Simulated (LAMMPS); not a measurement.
Size effects in liquid CuAu (L1_0) at 1320 K and zero pressure.

Model: classical MD, pair style eam, the elements' _u3.eam files (universal-3 set of Foiles, Baskes and Daw), run in LAMMPS.

```tsv
atoms	volume	first peak of g(r), Au-Cu	D(Au)	D(Cu)	rough cost (core-seconds per simulated ps)
54	15.929 ± 0.009 Å³/atom	2.53 Å, height 2.8	(1.7 ± 0.4) × 10^-5 cm²/s	(1.7 ± 0.3) × 10^-5 cm²/s	0.05
200	15.983 ± 0.002 Å³/atom	2.58 Å, height 2.9	(3.0 ± 0.3) × 10^-5 cm²/s	(2.5 ± 0.1) × 10^-5 cm²/s	0.23
4312	15.978 ± 0.001 Å³/atom	2.62 Å, height 2.9	(2.85 ± 0.06) × 10^-5 cm²/s	(3.16 ± 0.07) × 10^-5 cm²/s	2.6
16456	15.978 ± 0.002 Å³/atom	2.61 Å, height 2.9	(2.94 ± 0.03) × 10^-5 cm²/s	(3.29 ± 0.04) × 10^-5 cm²/s	11
```

Periodic images slow diffusion in small cells, by a term that falls as 1/L. Costs are rough.

Caution: a run this short can hold a crystal over, or a liquid under, the potential's own melting point, which these runs don't give.

Errors of D are the spread over four groups of atoms in one short run; a floor of about 5 %, a picked value, is safer.

Uncertainties are statistical and leave out the potential's own error.
